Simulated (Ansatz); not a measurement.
We consider ZnS (P3m1, No. 156, 36 atoms in the cell; start mp-556152; a measured phase of this formula has another space group), described by LDA in Ansatz (PAW).

Settings: plane-wave cutoff 520 eV, 12×12×1 k mesh (along the axes of the cell as run), Fermi–Dirac smearing 0.01 eV, scalar-relativistic PAW data made under PBE.

Cell (relaxed at this level):

```yaml
crystal:
  lattice:
    - [3.74340, 0.00000, 0.00000]
    - [-1.87170, 3.24188, 0.00000]
    - [0.00000, 0.00000, 55.09327]
  atoms:
    - { symbol: Zn, position: [0.00000, 0.00000, 0.16665] }
    - { symbol: Zn, position: [0.66667, 0.33333, 0.27776] }
    - { symbol: Zn, position: [0.00000, 0.00000, 0.38889] }
    - { symbol: Zn, position: [0.33333, 0.66667, 0.33340] }
    - { symbol: Zn, position: [0.33333, 0.66667, 0.05562] }
    - { symbol: Zn, position: [0.33333, 0.66667, 0.61116] }
    - { symbol: Zn, position: [0.66667, 0.33333, 0.11113] }
    - { symbol: Zn, position: [0.00000, 0.00000, 0.00012] }
    - { symbol: Zn, position: [0.66667, 0.33333, 0.44441] }
    - { symbol: Zn, position: [0.33333, 0.66667, 0.22217] }
    - { symbol: Zn, position: [0.00000, 0.00000, 0.55552] }
    - { symbol: Zn, position: [0.00000, 0.00000, 0.72224] }
    - { symbol: Zn, position: [0.66667, 0.33333, 0.77788] }
    - { symbol: Zn, position: [0.66667, 0.33333, 0.94448] }
    - { symbol: Zn, position: [0.33333, 0.66667, 0.83338] }
    - { symbol: Zn, position: [0.66667, 0.33333, 0.66665] }
    - { symbol: Zn, position: [0.33333, 0.66667, 0.49993] }
    - { symbol: Zn, position: [0.00000, 0.00000, 0.88889] }
    - { symbol: S, position: [0.66667, 0.33333, 0.70827] }
    - { symbol: S, position: [0.33333, 0.66667, 0.87500] }
    - { symbol: S, position: [0.33333, 0.66667, 0.54155] }
    - { symbol: S, position: [0.00000, 0.00000, 0.04172] }
    - { symbol: S, position: [0.66667, 0.33333, 0.48604] }
    - { symbol: S, position: [0.00000, 0.00000, 0.93051] }
    - { symbol: S, position: [0.00000, 0.00000, 0.59723] }
    - { symbol: S, position: [0.66667, 0.33333, 0.15276] }
    - { symbol: S, position: [0.33333, 0.66667, 0.09724] }
    - { symbol: S, position: [0.66667, 0.33333, 0.98619] }
    - { symbol: S, position: [0.66667, 0.33333, 0.81948] }
    - { symbol: S, position: [0.00000, 0.00000, 0.43052] }
    - { symbol: S, position: [0.33333, 0.66667, 0.26379] }
    - { symbol: S, position: [0.33333, 0.66667, 0.65276] }
    - { symbol: S, position: [0.33333, 0.66667, 0.37500] }
    - { symbol: S, position: [0.00000, 0.00000, 0.76395] }
    - { symbol: S, position: [0.66667, 0.33333, 0.31947] }
    - { symbol: S, position: [0.00000, 0.00000, 0.20828] }
```

### Question
Give the computed band gap.

### Answer

band gap: 2.14 eV (on the SCF k mesh)

Note: the relaxation could not lower the start's symmetry, so the cell can be a saddle point above a distorted one.

Computed values are for the static lattice.

A start named mp-… is a Materials Project structure, which need not be a measured phase.

Ansatz is an electronic-structure program.
